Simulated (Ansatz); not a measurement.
The cell is built on a prototype and need not be the phase stable at ambient conditions.

The decay constant κ of evanescent states in the gap governs leakage through a thin film.

Data:

```
CELL_PARAMETERS angstrom
      2.97953     0.00000     0.00000
      0.00000     5.06033     0.00000
      1.48976     0.00000     2.58035
ATOMIC_POSITIONS crystal
  Ga 0.00000 0.00000 0.00000
  Ga 0.00000 0.50000 0.00000
  N  0.33333 0.75000 0.33333
  N  0.66667 0.25000 0.66667
```

Space group of this cell: P6_3/mmc, NiAs type. The cell was relaxed by PBE-D3(BJ); by r2SCAN its mean pressure is -3.1 GPa.

Transport runs along the normal of the first two printed cell vectors.

No gap correction and no spin-orbit coupling; mid-gap values are interpolated between computed energies.

Q: Predict the band gap and the smallest decay constant κ at mid-gap from Ansatz (a program for electronic structure) with r2SCAN.

A: Gap 1.81 eV on a 12×6×12 mesh; κ = 0.161 1/Å, at the zone centre.
